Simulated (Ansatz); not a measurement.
Base system: Cu$_{3}$SbSe$_{4}$ (space group I-42m, No. 121; a = 5.627 Å, c = 11.184 Å).

The values are results of Ansatz (a first-principles code), PBEsol, PAW, cutoff 420 eV, no spin-orbit coupling, not measurements.

For the base:

| Quantity | Result |
|---|---|
| Pressure | 0.0 GPa |
| Band gap | zero |

Modification: every lattice vector is stretched by 1.50 %; the atoms relax in the strained cell.

### Question
How does this affect the pressure?

### Answer
The pressure (mean of the normal stresses, compression positive) goes from zero to -2.8 GPa.

### Question
Predict the new energy relative to the base.

### Answer
The energy increases by 9.2 meV/atom.

### Question
Predict the new band gap.

### Answer
The band gap stays zero.

No phonon test of stability was made. All final runs are without spin polarisation.
